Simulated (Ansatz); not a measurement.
Here is the system:

```xyz
2
Lattice="3.6842 0.0000 0.0000 -1.8421 3.1128 0.0000 0.0000 0.0000 5.6099" Properties=species:S:1:pos:R:3 pbc="T T T"
Y      1.8421     1.0528     4.2074
Y      0.0000     2.0600     1.4025
```

No spin polarisation.

Level of theory: PBEsol (Ansatz, an electronic-structure program, PAW, scalar-relativistic without spin-orbit coupling). Γ-centred 18×18×11 mesh, Fermi–Dirac width 0.1 eV.

Predict the pressure, space group and band gap.

The pressure (mean of the normal stresses, compression positive) is -1.0 GPa, the space group is Cmcm (No. 63) and the band gap comes out as zero.

The cells carry an imposed strain or load. Whether these cells are dynamically stable was not tested. All final runs are without spin polarisation. The cell was made from Y in the hcp (Mg type) structure (space group P6_3/mmc, No. 194) by this change: uniaxial strain ε_xx = +2.50 %.
